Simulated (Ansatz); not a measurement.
Output of an Ansatz run (abridged):

```
WARN basis.ecutwfc = 420 eV, the default
WARN ansatz: RAYON_NUM_THREADS=1 ignored (pool sized by the plan → 1); use --threads N
Pseudopotentials: kind: paw
Pseudopotential: Ru, paw, valence charge 16
Pseudopotential: Al, paw, valence charge 3
Crystal: 6 atoms, lattice volume = 93.692 Å³
Basis set: ecut = 420 eV, 1837 PW (Γ), exchange–correlation on 72×72×72 points (8 copies of the dense FFT grid, shifted against one another)
Bands: 42, of which v1, the nominal top of the filled ones, is band 35 counted from 1 (34 counted from 0)
Symmetry: 48 space group operations
Space group: Fd-3m (ITA 227), of the structure as read, at distance tolerance 4.5e-5 Å
k-points: 29 of 512
Initial density: superposition of atomic densities (neutral atoms: chi_scale 0, normalization atom), corrected by the library's trained network
Initial wavefunctions: pseudopotential atomic-orbital guess
Eigensolver: davidson
Functional: x = pbe(κ = 0.804, μ = 0.2195149727645171), c = pbe(β = 0.06672455060314922)
SCF iter   1: F=—  HF=-24588.474824 eV  |F-HF|=—  |Δ(HF+E_count)|=         —  Δρ=8.75e-3  dr2=3.85e-2  ethr=1.77e-3  ⟨swp⟩=6.6  Hψ=4359  notcnv=0
all-band conjugate gradients solve this SCF's bands
preconditioner: auto → Kerker (q_TF=auto, 2.599 Å⁻¹)
SCF iter   2: F=—  HF=-24588.472063 eV  |F-HF|=—  |Δ(HF+E_count)|=   2.76e-3  Δρ=4.23e-3  dr2=7.59e-3  ethr=5.50e-5  ⟨swp⟩=2.0  Hψ=1657  notcnv=0
SCF iter   3: F=—  HF=-24588.471144 eV  |F-HF|=—  |Δ(HF+E_count)|=   9.20e-4  Δρ=6.29e-4  dr2=2.60e-4  ethr=1.08e-5  ⟨swp⟩=2.4  Hψ=1913  notcnv=0
SCF iter   4: F=—  HF=-24588.471104 eV  |F-HF|=—  |Δ(HF+E_count)|=   4.00e-5  Δρ=1.40e-4  dr2=2.00e-5  ethr=3.72e-7  ⟨swp⟩=2.3  Hψ=1818  notcnv=0
SCF iter   5: F=—  HF=-24588.471106 eV  |F-HF|=—  |Δ(HF+E_count)|=   2.18e-6  Δρ=4.31e-5  dr2=1.25e-6  ethr=2.86e-8  ⟨swp⟩=2.0  Hψ=1585  notcnv=0
SCF iter   6: F=-24588.471105 eV  HF=-24588.471105 eV  |F-HF|=2.59e-8  |Δ(HF+E_count)|=   4.43e-7  Δρ=8.61e-6  dr2=5.78e-8  ethr=1.43e-10  ⟨swp⟩=5.0  Hψ=5022  notcnv=0
SCF 1 converged in 6 iterations: F = -24588.471105 eV  dr2 = 5.78e-8
SCF converged after 6 iterations
Free energy (F): -24588.471105 eV
Harris-Foulkes:  -24588.471105 eV  (|F-HF|=2.59e-8)
Internal energy: -24588.406011 eV  (E = F + TS)
E sigma→0 (E₀):  -24588.438558 eV
Entropy (-TS):   -0.065095 eV (-10.849 meV/atom)
Fermi energy:    16.182848 eV
--- Per-component energies (eV) ---
  E_band       = -595.785714
  E_kinetic    = 2105.216101
  E_local      = -8330.181312  (includes V_loc(G=0)·N_el)
  E_nonlocal   = 1396.183201
  E_hartree    = 3071.333086
  E_xc         = -839.615100
  E_vxc        = -1012.201707  (∫ρ·V_xc dr)
  E_paw        = -14779.515119  (= ΣΔE_a)
  E_vpaw       = -897.465235  (= ΣTr[D̂ρ^β])
  E_aug_tail   = -0.000698  (compensation charges beyond the density's cutoff)
  E_ewald      = -7211.826170
  E_smearing   = -0.065095  (= −TS)
  E_closure    = 0.000000  (closes the sum)
  Σ components = -24588.471105   (vs F -24588.471105, Δ=0.00e0)
--- Forces (eV/Å), atoms counted from 1 ---
  atom   1  Ru     0.00000000    -0.00000000     0.00000000
   [... zero for the other atoms too ...]
  max |Σ_I F_I| component: 2.89e-19 eV/Å
--- Stress (GPa, compression-positive) ---
       -4.504027      -0.000000      -0.000000
       -0.000000      -4.504027       0.000000
        0.000000       0.000000      -4.504027
  P = ⅓ Tr σ = -4.5040 GPa (-45.040 kbar)
  The stress holds the Pulay correction. Without it, at fixed plane waves, as pw.x and ABINIT print it: P = -4.5744 GPa
--- Band table (eV; the first three rows and the last of 29) ---
  k-point 0: bands = ["-56.6837", "-56.4635", "-56.4635", "-56.4635", "-27.7242", "-26.9136", "-26.9136", "-26.9136", "-26.6303", "-26.6303", "-26.1487", "-26.1487", "-26.1487", "-26.1360", "-26.1360", "-26.1360", "7.2020", "9.0382", "10.8375", [...]
  k-point 1: bands = ["-56.6776", "-56.4698", "-56.4635", "-56.4635", "-27.6908", "-26.9080", "-26.8987", "-26.8987", "-26.6227", "-26.6227", "-26.1931", "-26.1657", "-26.1657", "-26.1434", "-26.1434", "-26.1360", "7.3544", "9.1717", "10.7993", [...]
  k-point 2: bands = ["-56.6610", "-56.4869", "-56.4635", "-56.4635", "-27.6037", "-26.8875", "-26.8625", "-26.8625", "-26.5948", "-26.5948", "-26.3137", "-26.2331", "-26.2331", "-26.1446", "-26.1446", "-26.1359", "7.7955", "9.5108", "10.6256", [...]
  k-point 28: bands = ["-56.5745", "-56.5745", "-56.4636", "-56.4636", "-27.1608", "-27.1608", "-26.6877", "-26.6877", "-26.5303", "-26.5303", "-26.4632", "-26.4632", "-26.2453", "-26.2453", "-26.2436", "-26.2436", "9.8864", "9.8864", "11.2211", [...]
```

The structure:

```
CELL_PARAMETERS angstrom
      0.00000     3.60488     3.60488
      3.60488     0.00000     3.60488
      3.60488     3.60488     0.00000
ATOMIC_POSITIONS crystal
  Ru 0.12500 0.12500 0.12500
  Ru 0.62500 0.12500 0.12500
  Ru 0.12500 0.62500 0.12500
  Ru 0.12500 0.12500 0.62500
  Al 0.75000 0.75000 0.75000
  Al 0.50000 0.50000 0.50000
```

### Question
Write an input that gives this output.

### Answer
Other spellings and defaults could give the same log, and not every line can be read from it. The input that was run (DFT, PBE, plane waves, default PAW files):

Ansatz 0.2 input:
```yaml
# AlRu2
crystal:
  lattice:
    - [0.00000000, 3.60488100, 3.60488100]
    - [3.60488100, 0.00000000, 3.60488100]
    - [3.60488100, 3.60488100, 0.00000000]
  atoms:
    - { symbol: Ru, position: [0.12500000, 0.12500000, 0.12500000] }
    - { symbol: Ru, position: [0.62500000, 0.12500000, 0.12500000] }
    - { symbol: Ru, position: [0.12500000, 0.62500000, 0.12500000] }
    - { symbol: Ru, position: [0.12500000, 0.12500000, 0.62500000] }
    - { symbol: Al, position: [0.75000000, 0.75000000, 0.75000000] }
    - { symbol: Al, position: [0.50000000, 0.50000000, 0.50000000] }
kpoints:
  mp_grid: { grid: [8, 8, 8] }
hamiltonian:
  xc: pbe
  pseudopotentials: { kind: paw }
scf:
  occupations: { method: fermi_dirac, width: 0.0037 Ry }
output:
  forces: true
  eigenvalues: true
  stress: true
```

The starting cell was generated: these elements placed on a structure prototype, without a prior relaxation; it need not be a known phase or ordering of this composition. Spin polarisation is off. With a pressure of about -5 GPa the cell is away from its equilibrium volume at this level. Ansatz's pressure includes its estimate of the finite-basis (Pulay) stress.

Ansatz is an electronic-structure program.
